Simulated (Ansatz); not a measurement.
## How far PBE and r2SCAN part for Ag

The reference is Ag in the fcc (Cu type) structure (space group Fm-3m, No. 225; a = 4.1486 Å).

(Cell as relaxed with PBE.)

Levels (all Ansatz, an electronic-structure program, PAW): PBE (420 eV, no SOC); r2SCAN (500 eV, no SOC).

Each level relaxes its own structure.

| quantity | PBE | r2SCAN |
|---|---|---|
| volume per atom | 17.85 Å³ | 17.30 Å³ |
| lattice parameter a | 4.149 Å | 4.105 Å |
| band gap | zero | zero |

PBE's volume per atom lies 0.55 Å³ above r2SCAN's (3.2 %); PBE's lattice parameter a lies 0.0434 Å above r2SCAN's (1.1 %); the two agree on the band gap. Neither level is exact; r2SCAN is the comparison here, not a measurement.

Whether these cells are dynamically stable was not tested.
